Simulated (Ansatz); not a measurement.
The starting structures come from a database of crystals and need not be the phases stable at ambient conditions.

 Where the default PAW files enter, the runs use the earlier of Ansatz's two default sets.

```
CELL_PARAMETERS angstrom
      4.44527     0.00000     0.00000
      0.00000     5.81675     0.00000
      0.00000     0.00000    12.42586
ATOMIC_POSITIONS crystal
  K  0.76796 0.25000 0.59252
  K  0.23204 0.75000 0.40748
  K  0.73204 0.75000 0.09252
  K  0.26796 0.25000 0.90748
  P  0.31948 0.75000 0.67246
  P  0.68052 0.25000 0.32754
  P  0.18052 0.25000 0.17246
  P  0.81948 0.75000 0.82754
  O  0.66622 0.75000 0.71012
  O  0.33378 0.25000 0.28988
  O  0.83378 0.25000 0.21012
  O  0.16622 0.75000 0.78988
  O  0.73987 0.47027 0.38390
  O  0.26013 0.52973 0.61610
  O  0.76013 0.52973 0.88390
  O  0.23987 0.47027 0.11610
  O  0.23987 0.02973 0.11610
  O  0.76013 0.97027 0.88390
  O  0.26013 0.97027 0.61610
  O  0.73987 0.02973 0.38390
```

Space group of this cell: Pnma. The cell is taken as given; by r2SCAN its mean pressure is 0.8 GPa.

Transport runs along the normal of the first two printed cell vectors.

The gap is the functional's own, uncorrected, and κ follows it; spin-orbit coupling is left out. Mid-gap values are interpolated between the computed energies.

**Question.** Estimate the band gap and the smallest decay constant κ at mid-gap that r2SCAN in Ansatz (a program for electronic structure) returns for this system.

**Answer.** Gap 5.71 eV on a 8×6×4 mesh; κ = 0.511 1/Å, at the zone centre.
